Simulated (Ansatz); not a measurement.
Abridged Ansatz (a program for electronic structure) output:

```
Pseudopotential: Ti, paw, valence charge 12
Pseudopotential: Zr, paw, valence charge 12
Crystal: 8 atoms, lattice volume = 156.895 Å³
Basis set: ecut = 500 eV, 3981 PW (Γ), exchange–correlation on 216×96×216 points (64 copies of the dense FFT grid, shifted against one another)
Bands: 58, of which v1, the nominal top of the filled ones, is band 48 counted from 1 (47 counted from 0)
Symmetry: 2 space group operations
k-points: 200 of 735 (time reversal used)
Functional: x = r2scan, c = r2scan; τ floored in thin density (d = 2e-4 eV/Å³)
SCF iter   1: F=—  HF=-25106.342681 eV  |F-HF|=—  |Δ(HF+E_count)|=         —  Δρ=1.73e-2  dr2=8.75e-1  dr2_τ=6.58e-2  ethr=1.77e-3  ⟨swp⟩=7.8  Hψ=49795  notcnv=0
SCF iter   2: F=—  HF=-25106.516621 eV  |F-HF|=—  |Δ(HF+E_count)|=   1.74e-1  Δρ=8.14e-3  dr2=2.79e-1  dr2_τ=2.20e-2  ethr=9.12e-4  ⟨swp⟩=3.1  Hψ=20129  notcnv=0
SCF 1 converged in 17 iterations: F = -25106.512490 eV  dr2 = 3.33e-10
SCF converged after 17 iterations
Free energy (F): -25106.512490 eV
Internal energy: -25106.447399 eV  (E = F + TS)
E sigma→0 (E₀):  -25106.479945 eV
Entropy (-TS):   -0.065091 eV (-8.136 meV/atom)
Fermi energy:    13.629409 eV
--- Forces (eV/Å), atoms counted from 1 ---
  atom   1  Ti    -0.00001152     0.00000000    -0.00113253
  atom   2  Zr    -0.00050470     0.00000000     0.00099120
  atom   3  Zr     0.00033134     0.00000000     0.00087193
  atom   4  Ti    -0.00197285     0.00000000    -0.00022138
  atom   5  Ti     0.00178205     0.00000000    -0.00045561
  atom   6  Ti     0.00180032     0.00000000    -0.00110292
  atom   7  Zr     0.00028893     0.00000000     0.00068644
  atom   8  Ti    -0.00176352     0.00000000     0.00026888
--- Stress (GPa, compression-positive) ---
       -0.006310       0.000000       0.005291
        0.000000      -0.011579       0.000000
        0.005291       0.000000      -0.012270
  P = ⅓ Tr σ = -0.0101 GPa (-0.101 kbar)
```

**Question.** What was computed, and what are the main results?

**Answer.** Zr3Ti5, 8 atoms in the cell, with r2SCAN (Ansatz), no spin-orbit coupling. The last SCF converged to F = -25106.512490 eV, or -3138.3141 eV per atom, at a pressure of -0.01 GPa. The total energy compares only with runs of the same code, potentials and settings.

These are small ordered cells, not random alloys; other orderings at the same x differ. Whether these cells are dynamically stable was not tested. All final runs are without spin polarisation. The cell was made from Ti by this change: x(Zr) = 0.375, 8 atoms, Pm.
